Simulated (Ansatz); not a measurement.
# Several settings converged on CdHgSe₂ (P-4m2, 4 atoms in the cell)

```xyz
4
Lattice="4.3424 0.0000 0.0000 0.0000 4.3424 0.0000 0.0000 0.0000 6.1284" Properties=species:S:1:pos:R:3 pbc="T T T"
Cd     2.1712     2.1712     3.0642
Hg     0.0000     0.0000     0.0000
Se     0.0000     2.1712     1.5506
Se     2.1712     0.0000     4.5779
```

Base method: LDA (PW92), default PAW files made with PBE (plane waves; Ansatz, a first-principles code).

Base settings: basis.ecutwfc = 420 eV; kpoints.mp_grid.grid = 8 8 6; hamiltonian.xc = lda; hamiltonian.pseudopotentials = {kind: paw} (the program's default PAW files); scf.occupations.method = gaussian; scf.occupations.width = 0.1 eV.

Core times come from one kind of shared machine, to one figure; runs under 30 s give none.

**Zone-centre phonons against the cutoff**

In this ladder: phonons.method = dfpt.

The mesh stays at the base's, so the ladder's end is converged at best in this setting alone.

Frequencies are those of the unrelaxed cell, without the LO-TO term of polar crystals.

Only quantities that move along the ladder and can be compared are tabulated.

```csv
basis.ecutwfc,highest zone-centre frequency (cm⁻¹),lowest optical frequency (cm⁻¹),core time / last (rough)
210 eV,186.9,22.3,0.3
295 eV,171.0,32.6,0.4
420 eV,170.8,34.0,0.8
505 eV,170.9,34.0,1
```

Coarsest basis.ecutwfc that holds the lowest optical frequency within 10 cm⁻¹ of the last step, with all finer ones: 295 eV, at about 0.4 of the last step's time; the step before is off by 12 cm⁻¹.

Coarsest basis.ecutwfc that holds the highest zone-centre frequency within 10 cm⁻¹ of the last step, with all finer ones: 295 eV, at about 0.4 of the last step's time; the step before is off by 16 cm⁻¹.

**Zone-centre phonons against the mesh**

In this ladder: phonons.method = dfpt.

Frequencies are those of the unrelaxed cell, without the LO-TO term of polar crystals.

Only quantities that move along the ladder and can be compared are tabulated.

```tsv
kpoints.mp_grid.grid	highest zone-centre frequency (cm⁻¹)	lowest optical frequency (cm⁻¹)	core time / last (rough)
2 2 2	165.5	25.6	–
3 3 2	170.2	31.9	0.1
3 3 3	170.9	32.5	–
5 5 4	170.8	33.7	0.3
9 9 7	170.8	34.0	1
```

Coarsest kpoints.mp_grid.grid that holds the lowest optical frequency within 1 cm⁻¹ of the last step, with all finer ones: 5 5 4, at about 0.3 of the last step's time; the step before is off by 1.4 cm⁻¹.

Coarsest kpoints.mp_grid.grid that holds the highest zone-centre frequency within 1 cm⁻¹ of the last step, with all finer ones: 3 3 2, at about 0.1 of the last step's time; the step before is off by 5.3 cm⁻¹.

**The force threshold of a relaxation**

On CdHgSe2 (Pmm2, 4 atoms in the cell): one atom moved by 0.15 angstrom.

In this ladder: relax = atoms.

The mesh stays at the base's, so the ladder's end is converged at best in this setting alone.

Only quantities that move along the ladder and can be compared are tabulated.

```csv
relax.f_tol,free energy less the last step's (meV/atom),largest force left (eV/Å),relaxation steps,core time / last (rough)
0.2 eV/Å,0.30,0.0995,3,0.5
0.05 eV/Å,0.00,0.0056,4,0.6
0.02 eV/Å,0.00,0.0059,5,0.8
0.001 eV/Å,0.00,0.0001,7,1
```

Coarsest relax.f_tol that holds the largest force left within 0.02 eV/Å of the last step, with all finer ones: 0.05 eV/Å; the step before is off by 0.099 eV/Å.

Coarsest relax.f_tol that holds the free energy within 0.05 meV/atom of the last step, with all finer ones: 0.05 eV/Å; the step before is off by 0.30 meV/atom.

On the base run: the starting cell comes from a database of computed structures (which also holds hypothetical and non-ambient phases and stackings), without a prior relaxation at this level. Its lattice was rescaled by up to half a per cent. The run gives no clean gap (levels at the Fermi energy touch, overlap or are partly filled at this smearing), which alone does not show that the compound is a metal.

Keys are those of Ansatz 0.2.
